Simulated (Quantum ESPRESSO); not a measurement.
Short convergence ladders for NiTe2 (P3m1, 3 atoms in the cell)

```yaml
crystal:
  lattice:
    - [3.88675, 0.00000, 0.00000]
    - [-1.94337, 3.36602, 0.00000]
    - [0.00000, 0.00000, 5.38866]
  atoms:
    - { symbol: Ni, position: [0.00000, 0.00000, 0.00928] }
    - { symbol: Te, position: [0.33333, 0.66667, 0.24192] }
    - { symbol: Te, position: [0.66667, 0.33333, 0.75808] }
```

Base method: PBEsol, PSlibrary ultrasoft (PBE) pseudopotentials (plane waves; Quantum ESPRESSO).

Base settings: ecutwfc = 50 Ry; ecutrho = 300 Ry; occupations = smearing; smearing = gauss; degauss = 0.0073499 Ry; input_dft = pbesol; potentials = {Ni: Ni.pbe-n-rrkjus_psl.1.0.0.UPF, Te: Te.pbe-n-rrkjus_psl.1.0.0.UPF}; K_POINTS = automatic 4 4 2 0 0 0; conv_thr = 1e-10 Ry; mixing_beta = 0.3.

The count of work is k-points × plane waves × bands × iterations; it is no time. 

**The cutoff for other potential files**

Level: DFT, PBEsol, plane waves, PseudoDojo standard norm-conserving (PBESOL) pseudopotentials.

In this ladder: ecutrho = default; input_dft = default; pseudopotentials = {Ni: Ni.upf, Te: Te.upf}.

The second cell is the first with its lattice scaled by 0.98.

The mesh stays at the base's, so the ladder's end is converged at best in this setting alone.

Only quantities that move along the ladder and can be compared are tabulated.

```tsv
ecutwfc	free energy less the last step's (meV/atom)	energy of the compressed cell less the first (meV/atom)	pressure (GPa)	largest difference of a force vector from the last step's (eV/Å)	count of work / last
45 Ry	17281.51	64.19	-496.58	0.590	0.10
55 Ry	4022.18	-3.70	-160.93	0.057	0.14
70 Ry	294.51	-9.72	-21.75	0.012	0.19
85 Ry	9.44	-6.55	-4.11	0.001	0.28
100 Ry	1.67	-6.54	-3.21	0.000	0.35
120 Ry	0.98	-6.55	-3.20	0.000	0.47
150 Ry	0.53	-6.56	-3.21	0.000	0.65
200 Ry	0.00	-6.56	-3.21	0.000	1.0
```

Coarsest ecutwfc that holds the pressure within 0.5 GPa of the last step, with all finer ones: 100 Ry, at 0.35 of the last step's count of work; the step before is off by 0.90 GPa.

Coarsest ecutwfc that holds the free energy within 5 meV/atom of the last step, with all finer ones: 100 Ry, at 0.35 of the last step's count of work; the step before is off by 9.4 meV/atom.

Coarsest ecutwfc that holds the energy of the compressed cell less the first within 1 meV/atom of the last step, with all finer ones: 85 Ry, at 0.28 of the last step's count of work; the step before is off by 3.2 meV/atom.

The energy difference between the two cells stays within 1 meV/atom of the last step's from 85 Ry on, the total only from 120 Ry on: much of the error is common to both cells and cancels.

At the lowest cutoff the pressure lies 493 GPa under the last step's, the usual sign of Pulay stress in an incomplete plane-wave basis.

**The density cutoff**

The mesh stays at the base's, so the ladder's end is converged at best in this setting alone.

Only quantities that move along the ladder and can be compared are tabulated.

```csv
ecutrho,free energy less the last step's (meV/atom),pressure (GPa)
100 Ry,-4.99,-2.59
150 Ry,-0.07,-2.81
200 Ry,-0.08,-2.81
250 Ry,0.00,-2.81
300 Ry,-0.03,-2.81
400 Ry,-0.03,-2.81
500 Ry,-0.01,-2.81
600 Ry,0.00,-2.81
800 Ry,0.00,-2.81
```

Coarsest ecutrho that holds the pressure within 0.1 GPa of the last step, with all finer ones: 150 Ry; the step before is off by 0.21 GPa.

Coarsest ecutrho that holds the free energy within 1 meV/atom of the last step, with all finer ones: 150 Ry; the step before is off by 5.0 meV/atom.

On the base run: the starting cell comes from a database of computed structures (which also holds hypothetical and non-ambient phases and stackings), without a prior relaxation at this level. Its lattice was rescaled by up to half a per cent. One atom was moved a little off its site on purpose. Spin polarisation is off, so a magnetic state, if there is one, cannot be reached. Without a gap this mesh is coarse (it stands for a supercell whose shortest vector is 11 Å).
